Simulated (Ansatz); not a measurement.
Relaxation of the outer planes of the (100) surface of rock-salt TaC in its 1x1 cell (cut with top plane C + Ta, bottom plane C + Ta), outermost plane spacing 2.24 Å in the ideal cut.

Calculation: PBE (plane waves to 420 eV, PAW; Ansatz, a first-principles code).

Model: 12-atom slab, C6Ta6, 11.2 Å thick at the start, 12x12x1 mesh, Fermi-Dirac 0.1 eV, dipole correction, all atoms relaxed; start symmetry kept, larger cells not searched; no spin, no spin-orbit, no U.

```csv
plane,atoms,bulk spacing to the next (Å),relaxed spacing (Å),change (%),rumpling (Å)
1,C + Ta,2.238,2.210,-1.2,0.20 (C outermost)
2,C + Ta,2.238,2.225,-0.6,0.06 (C outermost)
```
